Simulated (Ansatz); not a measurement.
Input and output of a self-consistent single point for BeS (F-43m, 2 atoms in the cell) (Ansatz, a first-principles code).

Computed with PBE (plane waves, PAW; Ansatz).

```
BeS
1.0
    0.00000     2.42769     2.42769
    2.42769     0.00000     2.42769
    2.42769     2.42769     0.00000
Be S
1 1
Direct
  0.00000   0.00000   0.00000
  0.25000   0.25000   0.25000
```

Reference input (self-consistent single point, DFT, PBE, plane waves, default PAW files): basis.ecutwfc = 30.9 Ry; kpoints.mp_grid.grid = 9 9 9; hamiltonian.xc = pbe; hamiltonian.pseudopotentials = {kind: paw} (the program's default PAW files); scf.occupations.method = fermi_dirac; scf.occupations.width = 0.0007 Ry. This run's input differs from it in these lines:

Ansatz 0.2 input:
```diff
@@ -13,3 +13,3 @@
   mp_grid:
-    grid: [9, 9, 9]
+    grid: [12, 12, 12]
 hamiltonian:
```

Output (repeated stretches shortened):

```
SCF iter   1: F=—  HF=-996.964630 eV  |F-HF|=—  |Δ(HF+E_count)|=         —  Δρ=7.48e-4  dr2=1.52e-4  ethr=1.77e-3  ⟨swp⟩=5.4  Hψ=4787  notcnv=0
all-band conjugate gradients solve this SCF's bands
preconditioner: auto → none
SCF iter   2: F=—  HF=-996.964211 eV  |F-HF|=—  |Δ(HF+E_count)|=   4.18e-4  Δρ=4.84e-4  dr2=6.47e-5  ethr=1.90e-6  ⟨swp⟩=2.1  Hψ=1711  notcnv=0
SCF iter   3: F=—  HF=-996.964245 eV  |F-HF|=—  |Δ(HF+E_count)|=   3.33e-5  Δρ=1.72e-4  dr2=3.56e-6  ethr=8.09e-7  ⟨swp⟩=2.1  Hψ=954  notcnv=0
SCF iter   4: F=—  HF=-996.964275 eV  |F-HF|=—  |Δ(HF+E_count)|=   3.00e-5  Δρ=5.89e-5  dr2=6.52e-7  ethr=4.45e-8  ⟨swp⟩=2.4  Hψ=888  notcnv=0
iter 5 did not close the SCF: its close was put off for the readings that it lacked (scf_convergence_deferred on its scf_iter line)
SCF iter   5: F=-996.964279 eV  HF=-996.964279 eV  |F-HF|=1.99e-10  |Δ(HF+E_count)|=   4.09e-6  Δρ=1.49e-5  dr2=7.44e-8  ethr=8.16e-9  ⟨swp⟩=2.5  Hψ=844  notcnv=0
SCF iter   6: F=-996.964279 eV  HF=-996.964279 eV  |F-HF|=1.32e-9  |Δ(HF+E_count)|=   2.77e-8  Δρ=2.53e-6  dr2=2.22e-9  ethr=9.30e-10  ⟨swp⟩=2.1  Hψ=2075  notcnv=0
SCF 1 converged in 6 iterations: F = -996.964279 eV  dr2 = 2.22e-9
Free energy (F): -996.964279 eV
Internal energy: -996.964279 eV  (E = F + TS)
E sigma→0 (E₀):  -996.964279 eV
Fermi energy:    6.860071 eV
--- Forces (eV/Å), atoms counted from 1 ---
  atom   1  Be     0.00000000    -0.00000000     0.00000000
  atom   2  S      0.00000000    -0.00000000    -0.00000000
--- Stress (GPa, compression-positive) ---
        1.214613       0.000000      -0.000000
       -0.000000       1.214613       0.000000
       -0.000000       0.000000       1.214613
  P = ⅓ Tr σ = 1.2146 GPa (12.146 kbar)
  The stress holds the Pulay correction. Without it, at fixed plane waves, as pw.x and ABINIT print it: P = 1.2039 GPa
```

The run converged in 6 iterations. Against the reference run the free energy hardly moves (within 1 meV/atom), the pressure moves little (1.22 to 1.21 GPa) and the gap on the mesh goes from 3.210 to 3.117 eV.

The starting cell has typed, rounded lattice constants, without a prior relaxation at this level. Its lattice was rescaled by up to half a per cent. Ansatz's pressure includes its estimate of the finite-basis (Pulay) stress.
